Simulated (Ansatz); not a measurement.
## La₃Tl in the Cu3Au type structure (space group Pm-3m, No. 221)

```
CELL_PARAMETERS angstrom
      4.96816     0.00000     0.00000
      0.00000     4.96816     0.00000
      0.00000     0.00000     4.96816
ATOMIC_POSITIONS crystal
  La 0.00000 0.50000 0.50000
  La 0.50000 0.00000 0.50000
  La 0.50000 0.50000 0.00000
  Tl 0.00000 0.00000 0.00000
```

All numbers come from plane-wave PAW DFT at the PBEsol level (Ansatz, a quantum-chemistry and plane-wave program, 420 eV), spin-orbit coupling left out. Settings: 10×10×10 k-points, 0.05 eV Fermi–Dirac smearing.

The volume per atom is 30.66 Å³. The density is 8.41 g/cm³ and the band gap comes out as zero. The total energy is -7445.160 eV/atom (σ→0; compares only within this code and set-up).

Stability against distortions was not tested.
